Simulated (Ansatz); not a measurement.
# Step by step: formation energy of SiC (2H, wurtzite, P6₃mc) from the elements

This concerns the formation energy of SiC (2H, wurtzite, P6₃mc) from the elements. Reaction: C (graphite) + Si (diamond) → SiC (2H, wurtzite). A negative value means that the right-hand side lies lower. The value is per atom of the solid.

SiC (2H, wurtzite, P6₃mc), 4 atoms in the cell. Conventional cell: a = b = 3.0702 Å, c = 5.0379 Å, α = β = 90.00°, γ = 120.00°.

Ansatz (a quantum-chemistry and plane-wave program) with PAW potentials; structures come from PBE+D3(BJ) relaxations, nuclei static, no net charge. Ansatz runs with its default PAW set. Other levels take these structures. The lattices are those relaxed with PBE+D3(BJ), so at other levels the solids can be strained, which adds to the spread. A dispersion term (D3(BJ), or D4 for r2SCAN) was computed beside these levels and is taken off wherever the name lacks it.

Total energies of the cells in eV, at zero smearing width. They compare only within one column; the weights balance every element.

| cell | atoms | weight | PBE | RPBE |
|---|---|---|---|---|
| SiC (2H, wurtzite) | 4 | +2 | -1774.29620 | -1782.91655 |
| C (graphite) | 4 | −1 | -1003.71719 | -1008.87576 |
| Si (diamond) | 2 | −2 | -1271.61126 | -1277.78502 |

PBE: 2 × (-1774.29620) − (-1003.71719) − 2 × (-1271.61126) = -1.653 eV; dividing by 8 atoms gives -0.21 eV/atom.

RPBE: 2 × (-1782.91655) − (-1008.87576) − 2 × (-1277.78502) = -1.387 eV; dividing by 8 atoms gives -0.17 eV/atom.

What follows from the PBE value: A formula unit of SiC has 2 atoms, so it forms with -0.2066 × 2 = -0.413 eV, or -39.8 kJ/mol at 96.485 kJ/mol per eV.
